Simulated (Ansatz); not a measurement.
# CsCl-type KF (model structure)

Calculation: r²SCAN in Ansatz (plane waves, PAW).

Settings: plane-wave cutoff 500 eV, 10×10×10 k mesh, gaussian smearing 0.02 eV, scalar-relativistic PAW data made under PBE.

Cell (relaxed at this level):

```xyz
2
Lattice="3.1793 0.0000 0.0000 0.0000 3.1793 0.0000 0.0000 0.0000 3.1793" Properties=species:S:1:pos:R:3 pbc="T T T"
K      0.0000     0.0000     0.0000
F      1.5896     1.5896     1.5896
```

For CsCl-type KF (model structure), the band gap is 7.72 eV (on the SCF k mesh).

Note: the relaxation could raise the start's symmetry but not lower it, so the cell can be a saddle point.

A model structure was made by putting elements into a prototype or built by hand; it is no filed structure, need not be a known phase, and can be a saddle point held by its symmetry.

Ansatz is a quantum-chemistry and plane-wave program.
